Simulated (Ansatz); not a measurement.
The parent structure is Au in the fcc (Cu type) structure (space group Fm-3m, No. 225; a = 4.0829 Å; relaxed with 0.1 eV smearing). Axes: x, y, z lie along the cube axes.

Structures relaxed with PBEsol/PAW in Ansatz (a first-principles code), no spin-orbit coupling, earlier PAW set.

Base:

Simulated powder pattern, Mo Kα, λ = 0.71073 Å (kinematic, ideal powder, no thermal factors, no anomalous dispersion; the 8 strongest lines at most, above 2 %, up to 2θ = 40°):

```csv
2θ (°),I/Imax (%),hkl
17.34,100,(111)
20.05,51,(200)
28.50,38,(220)
33.56,47,(311)
35.10,13,(222)
```

After one change:

Simulated powder pattern, Mo Kα, λ = 0.71073 Å (kinematic, ideal powder, no thermal factors, no anomalous dispersion; the 8 strongest lines at most, above 2 %, up to 2θ = 40°):

| 2θ (°) | I/Imax (%) |
|---|---|
| 17.38 | 100 |
| 20.05 | 34 |
| 20.17 | 17 |
| 28.50 | 13 |
| 28.59 | 25 |
| 33.58 | 31 |
| 33.73 | 15 |
| 35.17 | 13 |

Task: What was done to the base?
A) uniaxial strain ε_zz = +4.96 %
B) biaxial strain −1.80 %, plane normal [001], relaxed out of plane
C) biaxial strain +1.97 %, plane normal [111], relaxed out of plane
D) uniaxial strain ε_yy = −0.59 %

Result: D, uniaxial strain ε_yy = −0.59 %. Its volume per atom is 16.91 Å³ against 17.02 Å³, and its space group is I4/mmm (No. 139).

Stability against distortions was not tested.
